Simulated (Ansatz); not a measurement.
# W2C, pressure series

The parent structure is W2C (space group P-3m1, No. 164).

```yaml
crystal:
  lattice:
    - [3.03475, 0.00000, 0.00000]
    - [-1.51737, 2.62817, 0.00000]
    - [0.00000, 0.00000, 4.65634]
  atoms:
    - { symbol: C, position: [0.00000, 0.00000, 0.00000] }
    - { symbol: W, position: [0.33333, 0.66667, 0.25517] }
    - { symbol: W, position: [0.66667, 0.33333, 0.74483] }
```

Cell and atoms are relaxed at each pressure.

Method: PBE-D3(BJ) in Ansatz (plane waves to 420 eV, PAW, no SOC).

Notes on the quantities. enthalpy: H = E + PV relative to the base's energy.

| case | volume per atom | c/a ratio | enthalpy |
|---|---|---|---|
| base | 12.38 Å³ | 1.534 | – |
| pressure −2 GPa | 12.46 Å³ | 1.533 | -0.16 eV/atom |
| pressure −1 GPa | 12.42 Å³ | 1.533 | -0.08 eV/atom |
| pressure 0.9 GPa | 12.35 Å³ | 1.535 | +0.07 eV/atom |
| pressure 2.1 GPa | 12.30 Å³ | 1.536 | +0.16 eV/atom |
| pressure 4.5 GPa | 12.21 Å³ | 1.538 | +0.35 eV/atom |

Load acts through the strain it causes; cell and atoms are relaxed under it. No phonon test of stability was made. All final runs are without spin polarisation.

Ansatz is a first-principles code.
